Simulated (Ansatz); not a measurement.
The parent structure is MgO in the rock salt structure (space group Fm-3m, No. 225; a = 4.214 Å). Axes: x, y, z lie along the cube axes.

It is then changed as follows: uniaxial strain ε_xx = −0.91 %, all other strain components held at zero; the atoms relax in the strained cell.

Levels (all Ansatz, a first-principles code, PAW): PBEsol (420 eV, no SOC); r2SCAN (500 eV, no SOC); HSE06 (420 eV, without spin-orbit coupling).

One geometry, relaxed with PBEsol, under each level:

```csv
level,band gap,lowest conduction level above the VBM at special points,pressure
PBEsol,4.70 eV,Γ 4.70 eV; N 7.79 eV; M 8.89 eV; X 8.99 eV,1.50 GPa
r2SCAN,[?],[?],[?]
HSE06,6.56 eV,Γ 6.56 eV; N 9.74 eV; M 10.81 eV,–
```

Task: Give the withheld r2SCAN results.

Result: 
- r2SCAN, band gap: 5.70 eV
- r2SCAN, lowest conduction level above the VBM at special points: Γ 5.70 eV; N 8.87 eV; M 9.98 eV; X 10.08 eV
- r2SCAN, pressure: 0.41 GPa

Single points use the geometry relaxed with PBEsol. Their cutoffs differ, which shifts pressures a little. Whether these cells are dynamically stable was not tested. The base started in P3_121 and relaxed to Fm-3m at this level. Labels are those of the standard path for the cell's own space group.
